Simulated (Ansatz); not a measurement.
Pressure series in hypothetical zinc blende VSb

Consider VSb in the zinc blende structure (space group F-43m, No. 216; ferromagnetic; a hypothetical phase, not in the database extracts checked).

```
VSb
1.0
    0.00000     3.10418     3.10418
    3.10418     0.00000     3.10418
    3.10418     3.10418     0.00000
Sb V
1 1
Direct
  0.75000   0.75000   0.75000
  0.00000   0.00000   0.00000
```

Cell and atoms are relaxed at each pressure.

Calculations: Ansatz (a first-principles code), r2SCAN, PAW, cutoff 500 eV, no spin-orbit coupling.

Notes on the quantities. enthalpy: H = E + PV relative to the base's energy.

```
variant           volume per atom  band gap       enthalpy
----------------  ---------------  --------  -------------
base                     29.91 Å³      zero              –
pressure −2 GPa                 ?   0.07 eV  -0.38 eV/atom
pressure −1 GPa          30.58 Å³      zero  -0.19 eV/atom
pressure 1.8 GPa                ?      zero  +0.33 eV/atom
pressure 4.2 GPa         27.74 Å³      zero  +0.75 eV/atom
pressure 9 GPa           26.02 Å³      zero  +1.56 eV/atom
pressure 18 GPa          23.82 Å³      zero  +2.95 eV/atom
pressure 30 GPa          21.85 Å³      zero  +4.66 eV/atom
pressure 45 GPa          20.12 Å³      zero  +6.62 eV/atom
pressure 60 GPa          18.81 Å³      zero  +8.44 eV/atom
```

### Question
Fill in the withheld entries from the trend.

### Answer

- pressure −2 GPa, volume per atom: 31.32 Å³
- pressure 1.8 GPa, volume per atom: 28.87 Å³

Other magnetic orders, which the real material may have, were not ruled out. Spin-orbit coupling, missing from the scalar runs, can matter with Sb. Load acts through the strain it causes; cell and atoms are relaxed under it. No phonon test of stability was made. No other phases were tried under pressure. Gaps under 0.05 eV, about the width of the smearing, are given as zero. A zero or small gap of VSb can be the functional's error rather than a property of the material.
